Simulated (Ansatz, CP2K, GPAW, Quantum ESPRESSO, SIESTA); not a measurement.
Code comparison for HgTe (P3_221, 6 atoms in the cell)

Self-consistent single point.

```
HgTe
1.0
    4.58273     0.00000     0.00000
   -2.29136     3.96876     0.00000
    0.00000     0.00000    10.22898
Hg Te
3 3
Cartesian
  1.57719   2.73178   0.00000
  1.42834   0.00000   6.81932
 -0.71417   1.23698   3.40966
  1.17712   2.03883   5.11449
  2.22849   0.00000   1.70483
 -1.11424   1.92993   8.52415
```

Shared settings, as Ansatz (a program for electronic structure) writes them: kpoints.mp_grid.grid = 5 5 2; scf.occupations.method = fermi_dirac; scf.occupations.width = 0.01 eV. Potentials and cutoffs stand in the table.

```csv
code,model,pressure (GPa),largest force (eV/Å),gap on the mesh (eV),cutoff
Ansatz,"LDA (PW92), default PAW files made with PBE",-1.05,0.221,0.700,420 eV
SIESTA,"LDA PW92, numerical atomic orbitals DZP, PseudoDojo LDA standard norm-conserving potentials (rewritten from UPF to PSML)",-1.73,0.699,0.829,grid 300 Ry
Quantum ESPRESSO,"LDA (PZ), GBRV 1.5 ultrasoft (LDA) pseudopotentials",-0.62,0.344,0.702,40 Ry
CP2K,"LDA (Pade form), GPW, TZVP-MOLOPT-SR-GTH basis, GTH-PADE potentials (GTH_POTENTIALS)",-0.09,0.408,0.695,grid 500 Ry
GPAW,"LDA (Perdew-Wang 92), GPAW PAW datasets LDA (gpaw-data 1.0.1)",-1.12,0.206,0.698,550 eV
```

Size of the force on each atom (eV/Å): Sizes of forces hide their directions.

| code | Hg1 | Hg2 | Hg3 | Te4 | Te5 | Te6 |
|---|---|---|---|---|---|---|
| Ansatz | 0.067 | 0.067 | 0.067 | 0.221 | 0.221 | 0.221 |
| SIESTA | 0.203 | 0.203 | 0.203 | 0.699 | 0.699 | 0.699 |
| Quantum ESPRESSO | 0.071 | 0.071 | 0.071 | 0.344 | 0.344 | 0.344 |
| CP2K | 0.098 | 0.098 | 0.098 | 0.408 | 0.408 | 0.408 |
| GPAW | 0.081 | 0.081 | 0.081 | 0.206 | 0.206 | 0.206 |

Gaps are read on the mesh.

On Ansatz's run: spin-orbit coupling is off.

The spread over the programs that give each value: pressure within 1.64 GPa; largest force within 0.493 eV/Å; gap on the mesh within 0.134 eV.

SIESTA and CP2K use small atom-centred bases, whose incompleteness enters pressures, forces and empty levels differently from a plane-wave cutoff. Ansatz's pressure is given at a fixed set of plane waves, as the other plane-wave codes print theirs; with its correction for the finite basis it is -1.01 GPa. The same LDA comes in different parametrisations, which differ slightly. In the gap, SIESTA (by 0.129) lies more than 0.12 eV from the median of the plane-wave programs. In the force vectors, SIESTA (by 0.478), Quantum ESPRESSO (by 0.123) and CP2K (by 0.187) lie more than 0.08 eV/Å from the median of the plane-wave programs.

The starting cell comes from a database of computed structures (which also holds hypothetical and non-ambient phases and stackings), without a prior relaxation at this level. Its lattice was rescaled by a random factor within 2.5 % of one.

Keys are those of Ansatz 0.2.
